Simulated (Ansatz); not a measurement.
# Tl: element substitutions

Base system: Tl in the hcp (Mg type) structure (space group P6_3/mmc, No. 194; a = 3.5207 Å, c = 5.6025 Å).

Each row replaces one element on all its sites; cell and atoms are relaxed.

Computed with Kohn–Sham DFT with the r2SCAN functional, run in Ansatz (a program for electronic structure) with PAW and 500 eV plane waves, no spin-orbit coupling, earlier PAW set.

Candidates:
(a) Tl → Pb
(b) Tl → In
(c) Tl → Al

For the base:

The shortest interatomic distance is 3.461 Å.

**Question.** Order them by shortest interatomic distance, lowest first.

**Answer.** (c) Tl → Al (2.817 Å), (b) Tl → In (3.334 Å), (a) Tl → Pb (3.514 Å)

Stability against distortions was not tested. For In and Al in this form, whether it has been made was not checked. This is not the structure that Pb has at room temperature and ambient pressure. This is not the structure that In has at room temperature and ambient pressure. This is not the structure that Al has at room temperature and ambient pressure.
